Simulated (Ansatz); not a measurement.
## ZnS: pressure 22.5 GPa

Take ZnS in the zinc blende structure (space group F-43m, No. 216; a = 5.3567 Å) as the base.

It is then changed as follows: cell and atoms relaxed at a pressure of 22.5 GPa.

Method: DFT with PBEsol, PAW potentials and a 420 eV plane-wave cutoff in Ansatz (a first-principles code), no SOC. Settings: 11×11×11 k-points, 0.05 eV Fermi–Dirac smearing.

```csv
quantity,base,changed,shift
lattice parameter a,5.357 Å,5.032 Å,-0.325 Å
shortest interatomic distance,2.320 Å,2.179 Å,-0.141 Å
enthalpy H = E + PV relative to the base's energy,–,+2.43 eV/atom,–
band gap,2.09 eV,2.67 eV,+0.58 eV
gap character,direct at Γ,"indirect, Γ → X",–
smallest direct gap,2.09 eV,2.93 eV,+0.84 eV
width of the top valence band,2.86 eV,3.67 eV,+0.81 eV
electron mass,0.17 mₑ (at Γ),"1.1 mₑ along k, 0.30 mₑ across (at X)",–
"hole mass (degenerate bands, along [100])","0.18, 0.68, 0.68 mₑ (at Γ)","0.22, 0.52, 0.52 mₑ (at Γ)",–
"valley order (the lowest conduction-band minima on the path, energy above the VBM, named in the base's zone)",Γ 2.09 eV; X along ⟨100⟩ 3.17 eV; L along ⟨111⟩ 3.24 eV,X along ⟨100⟩ 2.67 eV; Γ 2.93 eV; L along ⟨111⟩ 3.53 eV,–
```

Final structure:

```yaml
crystal:
  lattice:
    - [0.00000, 2.51577, 2.51577]
    - [2.51577, 0.00000, 2.51577]
    - [2.51577, 2.51577, 0.00000]
  atoms:
    - { symbol: S, position: [0.75000, 0.75000, 0.75000] }
    - { symbol: Zn, position: [0.00000, 0.00000, 0.00000] }
```

Cost of the whole job for the changed cell (relaxation, final SCF and bands): roughly 17 core-seconds.

Load acts through the strain it causes; cell and atoms are relaxed under it. Effective masses come from finite differences of ±0.01 Å⁻¹. Along k means along the line from Γ to the band edge. Whether these cells are dynamically stable was not tested. Measured, ZnS leaves this structure (for rock salt) near 14.7 GPa (temperature not stated; as listed in Datta, Sujoy, Jana, Debnarayan, arXiv (2020)), on rising pressure, with hysteresis.
